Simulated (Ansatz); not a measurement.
Defect: O vacancy in alpha quartz, neutral cell. The step: one O atom jumps into the vacancy from a nearby O site; the atom moves 2.13 Å along (0.34, 0.17, -0.28) of the unit cell; the moving atom starts with neighbours 2 Si at 1.64 Å and ends with 2 Si at 1.64 Å. DFT values are from Ansatz (plane-wave PAW, 420 eV unless said) in a cell of 72 host sites, spin-restricted, static, with no finite-size correction. The charge state is imposed; whether it is stable for some Fermi level was not computed. Forms of the defect that were not tried may lie lower. For the PBE band: the saddle point's order was not checked, and it lies on a symmetry element of the cell, where a band can be held.

```csv
Level,Forward barrier (eV),Cost of the band or of the saddle's single point
"PBE, the Γ point alone, band relaxed",4.60,around 22 core-minutes (rough)
"PBE, a 2×2×2 k-point mesh shifted by half a step along c, same geometries",4.64,around 3 core-minutes (rough)
"r2SCAN at 500 eV, the Γ point alone, same geometries",5.10,very roughly 100 core-seconds
"HSE06, Γ point alone, same geometries",?,very roughly 8 core-minutes
```

Fill in the missing entries.


- HSE06, Γ point alone, same geometries, Forward barrier (eV): 5.37

Ansatz is a quantum-chemistry and plane-wave program.
